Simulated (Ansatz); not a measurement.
**Response to strain in SnO**

Consider SnO (space group P4/nmm, No. 129; layered, stacked along the Cartesian z axis).

```
SnO
1.0
    3.83709     0.00000     0.00000
    0.00000     3.83709     0.00000
    0.00000     0.00000     4.75881
Sn O
2 2
Direct
  0.50000   0.00000   0.75657
  0.00000   0.50000   0.24343
  0.50000   0.50000   0.00000
  0.00000   0.00000   0.00000
```

Cartesian axes are those of the cell as printed.

Strains are applied to the cell and any free atomic positions relax; under biaxial strain the out-of-plane vector relaxes too.

Computed with PBE-D3(BJ) in Ansatz (plane waves to 420 eV, PAW, no SOC).

Candidates:
(a) biaxial strain +1.20 %, plane normal [001], relaxed out of plane
(b) biaxial strain +1.80 %, plane normal [001], relaxed out of plane
(c) biaxial strain +3.00 %, plane normal [001], relaxed out of plane
(d) biaxial strain +2.40 %, plane normal [001], relaxed out of plane

For the base:

| Item | Value |
|---|---|
| Band gap | zero |

Task: Order them by band gap, lowest first.

Result: (a) biaxial strain +1.20 %, plane normal [001], relaxed out of plane (0.18 eV), (b) biaxial strain +1.80 %, plane normal [001], relaxed out of plane (0.27 eV), (d) biaxial strain +2.40 %, plane normal [001], relaxed out of plane (0.36 eV), (c) biaxial strain +3.00 %, plane normal [001], relaxed out of plane (0.45 eV)

No phonon test of stability was made. The final runs are not spin-polarised. A zero or small gap of SnO can be the functional's error rather than a property of the material.

Ansatz is a program for electronic structure.
